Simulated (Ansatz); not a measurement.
# Quick settings and what they miss: CuAu (P4/mmm, 2 atoms in the cell)

Self-consistent single point.

```yaml
crystal:
  lattice:
    - [2.82704, 0.00000, 0.00000]
    - [0.00000, 2.82704, 0.00000]
    - [0.00000, 0.00000, 3.55188]
  atoms:
    - { symbol: Cu, position: [0.50000, 0.50000, 0.50000] }
    - { symbol: Au, position: [0.00000, 0.00000, 0.00000] }
```

Method of the run: PBE, harder PAW files (source: ansatz) (plane waves; Ansatz, an electronic-structure program).

Base settings: basis.ecutwfc = 700 eV; kpoints.mp_grid.grid = 12 12 9; hamiltonian.xc = pbe; hamiltonian.pseudopotentials = {kind: paw, source: ansatz}; scf.occupations.method = cold; scf.occupations.width = 0.1 eV.

Tight run (finer mesh or higher cutoff; not a proven limit): basis.ecutwfc: 700 eV → 980 eV; kpoints.mp_grid.grid: 12 12 9 → 17 17 13; scf.convergence.dr2_threshold: default (1e-07 eV) → 1e-09 eV. It gave Fermi level (on the code's own zero) 19.84 eV; pressure 9.14 GPa.

Quick runs, as changes from the base:
- A: the base itself
- B: basis.ecutwfc: 700 eV → 560 eV; kpoints.mp_grid.grid: 12 12 9 → 2 2 2; hamiltonian.xc: pbe → lda; kpoints.mp_grid.shift: default → 0.5 0.5 0.5; scf.convergence.dr2_threshold: default (1e-07 eV) → 0.0001 eV [LDA (PW92)]
- C: basis.ecutwfc: 700 eV → 350 eV; kpoints.mp_grid.grid: 12 12 9 → 2 2 2; scf.occupations.method: cold → fermi_dirac; scf.occupations.width: 0.1 eV → 0.136 eV; kpoints.mp_grid.shift: default → 0.5 0.5 0.5; scf.convergence.dr2_threshold: default (1e-07 eV) → 0.0001 eV
- D: basis.ecutwfc: 700 eV → 490 eV; kpoints.mp_grid.grid: 12 12 9 → 8 8 8
- E: basis.ecutwfc: 700 eV → 490 eV; kpoints.mp_grid.grid: 12 12 9 → 4 4 4; scf.occupations.width: 0.1 eV → 0.5 eV
- F: basis.ecutwfc: 700 eV → 420 eV; kpoints.mp_grid.grid: 12 12 9 → 6 6 6

Energies are extrapolated to zero smearing width, which holds to low order in the width alone.

Dashes: energy of B, another energy zero.

† marks runs with another functional, U, potentials or spin treatment: their distance from the tight run is not a convergence error alone.

The count of work is k-points × plane waves × bands × iterations; it is no time. 

Pressures in the table are Ansatz's without its Pulay estimate, at a fixed set of plane waves; the tight run's value above holds the estimate.

The starting cell comes from a database of computed structures (which also holds hypothetical and non-ambient phases and stackings), without a prior relaxation at this level. Its lattice was rescaled by a random factor within 2.5 % of one. Spin polarisation is off. In the base run, with a pressure of about 9 GPa the cell is away from its equilibrium volume at this level.

| run | energy less tight (meV/atom) | pressure less tight (GPa) | count of work / tight |
|---|---|---|---|
| A | -0.7 | 0.03 | 0.22 |
| B† | – | -29.93 | 0.00075 |
| C | 5699.4 | -440.32 | 0.00036 |
| D | 159.5 | -16.74 | 0.070 |
| E | 201.9 | -17.19 | 0.017 |
| F | 1118.9 | -92.23 | 0.028 |

Among the runs at the tight run's level, the energy misses run from 0.7 to 5699.4 meV/atom.

Keys are those of Ansatz 0.2.
